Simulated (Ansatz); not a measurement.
Base system: Si in the diamond structure (space group Fd-3m, No. 227; a = 5.4441 Å). Axes: x, y, z lie along the cube axes.

All numbers come from r2SCAN/PAW in Ansatz (a quantum-chemistry and plane-wave program), no SOC, earlier PAW set.

Strains are applied to the cell and any free atomic positions relax; under biaxial strain the out-of-plane vector relaxes too.

One change was made to it. Results:

The shortest interatomic distance goes up by 0.0305 Å, from 2.357 Å to 2.388 Å; the pressure (mean of the normal stresses, compression positive) goes from zero to -3.40 GPa.

Question: Name the change that was made.
A) isotropic strain +0.79 %
B) biaxial strain −1.51 %, plane normal [001], relaxed out of plane
C) uniaxial strain ε_zz = +3.83 %

Answer: C, uniaxial strain ε_zz = +3.83 %. For comparison, the pressure in the other runs: isotropic strain +0.79 % gives -2.18 GPa; biaxial strain −1.51 %, plane normal [001], relaxed out of plane gives 1.94 GPa.

Stability against distortions was not tested.
